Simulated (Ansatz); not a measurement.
Input and output of a self-consistent single point for CuAu (P4mm, 2 atoms in the cell) (Ansatz, a program for electronic structure).

Level of theory: PBEsol, default PAW files made with PBE (plane waves; Ansatz).

```yaml
crystal:
  lattice:
    - [2.81400, 0.00000, 0.00000]
    - [0.00000, 2.81400, 0.00000]
    - [0.00000, 0.00000, 3.68835]
  atoms:
    - { symbol: Cu, position: [0.00000, 0.00000, 0.01356] }
    - { symbol: Au, position: [0.50000, 0.50000, 0.50000] }
```

Reference input (self-consistent single point, DFT, PBEsol, plane waves, default PAW files made with PBE): basis.ecutwfc = 30.9 Ry; kpoints.mp_grid.grid = 12 12 9; hamiltonian.xc = pbesol; hamiltonian.pseudopotentials = {kind: paw} (the program's default PAW files); scf.occupations.method = fermi_dirac; scf.occupations.width = 0.0073 Ry. This run's input differs from it in these lines:

Ansatz 0.2 input:
```diff
@@ -13,3 +13,3 @@
   mp_grid:
-    grid: [12, 12, 9]
+    grid: [7, 7, 6]
 hamiltonian:
@@ -21,3 +21,3 @@
     method: fermi_dirac
-    width: 0.0073 Ry
+    width: 0.022 Ry
 output:
```

Output, abridged:

```
SCF iter   1: F=—  HF=-19596.080031 eV  |F-HF|=—  |Δ(HF+E_count)|=         —  Δρ=2.06e-2  dr2=7.74e-2  ethr=1.77e-3  ⟨swp⟩=4.1  Hψ=3474  notcnv=0
all-band conjugate gradients solve this SCF's bands
preconditioner: auto → Kerker (q_TF=auto, 2.851 Å⁻¹)
SCF iter   2: F=—  HF=-19596.068058 eV  |F-HF|=—  |Δ(HF+E_count)|=   1.20e-2  Δρ=4.18e-3  dr2=4.35e-3  ethr=2.04e-4  ⟨swp⟩=2.0  Hψ=1462  notcnv=0
SCF iter   3: F=—  HF=-19596.066961 eV  |F-HF|=—  |Δ(HF+E_count)|=   1.10e-3  Δρ=2.72e-3  dr2=2.04e-3  ethr=1.15e-5  ⟨swp⟩=1.3  Hψ=976  notcnv=0
SCF iter   4: F=—  HF=-19596.066423 eV  |F-HF|=—  |Δ(HF+E_count)|=   5.38e-4  Δρ=4.02e-4  dr2=7.22e-5  ethr=5.37e-6  ⟨swp⟩=2.3  Hψ=1415  notcnv=0
SCF iter   5: F=—  HF=-19596.066461 eV  |F-HF|=—  |Δ(HF+E_count)|=   3.81e-5  Δρ=1.22e-4  dr2=6.08e-6  ethr=1.90e-7  ⟨swp⟩=2.0  Hψ=1398  notcnv=0
SCF iter   6: F=—  HF=-19596.066460 eV  |F-HF|=—  |Δ(HF+E_count)|=   1.51e-6  Δρ=3.73e-5  dr2=7.53e-7  ethr=1.60e-8  ⟨swp⟩=1.9  Hψ=1210  notcnv=0
SCF iter   7: F=-19596.066459 eV  HF=-19596.066460 eV  |F-HF|=5.62e-8  |Δ(HF+E_count)|=   2.24e-7  Δρ=1.13e-5  dr2=7.30e-8  ethr=2.63e-10  ⟨swp⟩=5.0  Hψ=4039  notcnv=0
SCF 1 converged in 7 iterations: F = -19596.066459 eV  dr2 = 7.30e-8
Free energy (F): -19596.066459 eV
Internal energy: -19595.891176 eV  (E = F + TS)
E sigma→0 (E₀):  -19595.978818 eV
Entropy (-TS):   -0.175284 eV (-87.642 meV/atom)
Fermi energy:    18.774369 eV
--- Forces (eV/Å), atoms counted from 1 ---
  atom   1  Cu    -0.00000000     0.00000000    -0.31311106
  atom   2  Au     0.00000000     0.00000000     0.31312248
--- Stress (GPa, compression-positive) ---
       -3.508040       0.000000       0.000000
        0.000000      -3.508040       0.000000
        0.000000       0.000000      -4.150199
  P = ⅓ Tr σ = -3.7221 GPa (-37.221 kbar)
  The stress holds the Pulay correction. Without it, at fixed plane waves, as pw.x and ABINIT print it: P = -3.7972 GPa
```

The run converged in 7 iterations. Against the reference run the free energy drops by 47.6 meV/atom, the pressure goes from -4.00 to -3.72 GPa and the largest force stays at 0.313 eV/Å.

The starting cell has typed, rounded lattice constants, without a prior relaxation at this level. Its lattice was rescaled by up to half a per cent. One atom was moved a little off its site on purpose. Spin polarisation is off. With a pressure of about -4 GPa the cell is away from its equilibrium volume at this level. Ansatz's pressure includes its estimate of the finite-basis (Pulay) stress.
